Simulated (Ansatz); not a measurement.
# Ru: response to strain

Consider Ru in the hcp (Mg type) structure (space group P6_3/mmc, No. 194; relaxed with 0.1 eV smearing).

```xyz
2
Lattice="2.7043 0.0000 0.0000 -1.3521 2.3420 0.0000 0.0000 0.0000 4.2629" Properties=species:S:1:pos:R:3 pbc="T T T"
Ru     1.3521     0.7807     3.1972
Ru     0.0000     1.5613     1.0657
```

Cartesian axes are those of the cell as printed.

Strains are applied to the cell and any free atomic positions relax.

The values are results of r2SCAN/PAW in Ansatz (an electronic-structure program), no spin-orbit coupling, not measurements.

Notes on the quantities. pressure: mean of the normal stresses, compression positive; energy relative to the base: free energy F.

```
case                            pressure  energy relative to the base  shortest interatomic distance
------------------------------  --------  ---------------------------  -----------------------------
base                             0.0 GPa                   0 meV/atom                        2.642 Å
uniaxial strain ε_xx = +0.50 %  -1.6 GPa                +0.6 meV/atom                        2.643 Å
uniaxial strain ε_xx = +1.00 %  -3.2 GPa                +2.5 meV/atom                        2.644 Å
uniaxial strain ε_xx = +1.50 %  -4.7 GPa                +5.5 meV/atom                        2.645 Å
uniaxial strain ε_xx = +2.00 %  -6.1 GPa                +9.6 meV/atom                        2.646 Å
uniaxial strain ε_xx = +2.50 %  -7.5 GPa                 +15 meV/atom                        2.647 Å
uniaxial strain ε_xx = +3.00 %         ?                            ?                              ?
```

Task: Fill in the withheld entries from the trend.

Result: 
- uniaxial strain ε_xx = +3.00 %, pressure: -8.8 GPa
- uniaxial strain ε_xx = +3.00 %, energy relative to the base: +21 meV/atom
- uniaxial strain ε_xx = +3.00 %, shortest interatomic distance: 2.648 Å

No phonon test of stability was made. All final runs are without spin polarisation.
